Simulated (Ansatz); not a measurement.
Base system: CdSe in the wurtzite structure (space group P6_3mc, No. 186).

```
CELL_PARAMETERS angstrom
      4.24755     0.00000     0.00000
     -2.12377     3.67848     0.00000
      0.00000     0.00000     6.94096
ATOMIC_POSITIONS crystal
  Cd 0.33333 0.66667 0.00031
  Cd 0.66667 0.33333 0.50031
  Se 0.33333 0.66667 0.37569
  Se 0.66667 0.33333 0.87569
```

Cartesian axes are those of the cell as printed.

Computed with Ansatz (an electronic-structure program), LDA, PAW, cutoff 420 eV, without spin-orbit coupling.

Perturbation: the cell is compressed by 1.80 % along x with no lateral relaxation; the atoms relax in the strained cell.

Problem. Predict the stress tensor and what it implies for the stiffness.

Solution. Stress of the strained cell less that of the base (GPa, compression positive):
```
   1.47    0.00    0.00
   0.00    0.94    0.00
   0.00    0.00    0.80
```

Then −Δσ_ii/ε with ε = -0.0180 gives secant stiffness values (nonlinear terms included at this strain): C11 ≈ 82 GPa, C12 ≈ 52 GPa and C13 ≈ 44 GPa.

Stability against distortions was not tested.
